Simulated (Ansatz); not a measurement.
**Mg: pressure series**

Start from Mg (space group R-3m, No. 166; a cell from a computed database, its experimental status unchecked).

```cif
data_Mg9
_chemical_formula_sum 'Mg9'
_space_group_name_H-M_alt 'R-3m :H'
_space_group_IT_number 166
_space_group_name_Hall '-R 3 2"'
_cell_length_a 3.17007
_cell_length_b 3.17007
_cell_length_c 23.33341
_cell_angle_alpha 90.000
_cell_angle_beta 90.000
_cell_angle_gamma 120.000
loop_
_atom_site_label
_atom_site_type_symbol
_atom_site_symmetry_multiplicity
_atom_site_Wyckoff_symbol
_atom_site_fract_x
_atom_site_fract_y
_atom_site_fract_z
_atom_site_occupancy
Mg1 Mg 3 a 0.00000 0.00000 0.00000 1
Mg2 Mg 6 c 0.00000 0.00000 0.22204 1
```
(The calculation used a cell of 3 atoms; values per cell refer to that cell.)

Cell and atoms are relaxed at each pressure.

All numbers come from PBEsol in Ansatz (plane waves to 420 eV, PAW, without spin-orbit coupling).

Notes on the quantities. enthalpy: H = E + PV relative to the base's energy.

```
variant              density       enthalpy
----------------  ----------  -------------
base              1.79 g/cm³              –
pressure −2 GPa   1.68 g/cm³  -0.29 eV/atom
pressure −1 GPa   1.74 g/cm³  -0.14 eV/atom
pressure 0.3 GPa  1.80 g/cm³  +0.04 eV/atom
pressure 0.7 GPa  1.82 g/cm³  +0.10 eV/atom
pressure 1.5 GPa  1.86 g/cm³  +0.21 eV/atom
pressure 3 GPa    1.92 g/cm³  +0.41 eV/atom
pressure 5 GPa    1.99 g/cm³  +0.66 eV/atom
pressure 7.5 GPa  2.08 g/cm³  +0.97 eV/atom
pressure 10 GPa   2.16 g/cm³  +1.27 eV/atom
```

Load acts through the strain it causes; cell and atoms are relaxed under it. Stability against distortions was not tested. Competing high-pressure phases were not computed. This is not the structure that Mg has at room temperature and ambient pressure.

Ansatz is a program for electronic structure.
